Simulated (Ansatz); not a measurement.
SiO₂ (within 0.1 Å of C222₁, No. 20, 12 atoms in the cell; start mp-555891; a measured phase of this formula has another space group)

Computed with LDA in Ansatz (plane waves, PAW).

Settings: plane-wave cutoff 520 eV, 8×4×8 k mesh (along the axes of the cell as run), Fermi–Dirac smearing 0.01 eV, scalar-relativistic PAW data made under PBE.

Cell (relaxed with PBEsol):

```
O2Si
1.0
    4.98946     0.00000    -0.02330
    0.00000     8.32065     0.00000
   -2.47449     0.00000     4.43106
Si O
4 8
Direct
  0.58548   0.93852   0.32833
  0.41452   0.43852   0.67167
  0.25706   0.06398   0.67149
  0.74294   0.56398   0.32851
  0.89372   0.04462   0.43290
  0.10628   0.54462   0.56710
  0.32229   0.00121   0.99987
  0.67771   0.50121   0.00013
  0.53929   0.45792   0.43314
  0.46071   0.95792   0.56686
  0.34462   0.25125   0.68928
  0.65538   0.75125   0.31072
```

```json
{
  "band_gap": "5.40 eV (indirect)",
  "smallest_direct_gap_on_the_k_points_sampled": "5.42 eV"
}
```

Note: cell and atoms aren't relaxed at this level (largest force component 0.25 eV/Å, pressure -3.6 GPa).

Computed values are for the static lattice.

Cost on a shared machine: roughly 6 core-minutes.

A start named mp-… is a Materials Project structure, which need not be a measured phase.

Ansatz is a quantum-chemistry and plane-wave program.
